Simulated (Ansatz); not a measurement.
The parent structure is HgSe in the zinc blende structure (space group F-43m, No. 216).

```
HgSe
1.0
    0.00000     3.06639     3.06639
    3.06639     0.00000     3.06639
    3.06639     3.06639     0.00000
Hg Se
1 1
Direct
  0.00000   0.00000   0.00000
  0.25000   0.25000   0.25000
```

Cartesian axes are those of the cell as printed.

Level of theory: plane-wave PAW DFT at the PBEsol level (Ansatz, a program for electronic structure, 420 eV), spin-orbit coupling left out.

Strains are applied to the cell and any free atomic positions relax; under biaxial strain the out-of-plane vector relaxes too.

One change was made to it. Results:

| quantity | base | after |
|---|---|---|
| shortest interatomic distance | 2.656 Å | 2.658 Å |
| pressure (mean of the normal stresses, compression positive) | 0.0 GPa | -0.1 GPa |
| energy relative to the base (free energy F) | 0 meV/atom | +0.2 meV/atom |

Task: What was done to the base?
(A) biaxial strain +3.00 %, plane normal [001], relaxed out of plane
(B) biaxial strain −2.00 %, plane normal [001], relaxed out of plane
(C) biaxial strain −1.50 %, plane normal [001], relaxed out of plane
(D) biaxial strain +0.50 %, plane normal [001], relaxed out of plane

Result: D, biaxial strain +0.50 %, plane normal [001], relaxed out of plane. For comparison, the energy relative to the base in the other runs: biaxial strain −1.50 %, plane normal [001], relaxed out of plane gives +1.6 meV/atom; biaxial strain −2.00 %, plane normal [001], relaxed out of plane gives +2.8 meV/atom; biaxial strain +3.00 %, plane normal [001], relaxed out of plane gives +5.7 meV/atom.

A case with no gap was solved on a k-mesh chosen for an insulator, which is coarse for it. Stability against distortions was not tested. The final runs are not spin-polarised.
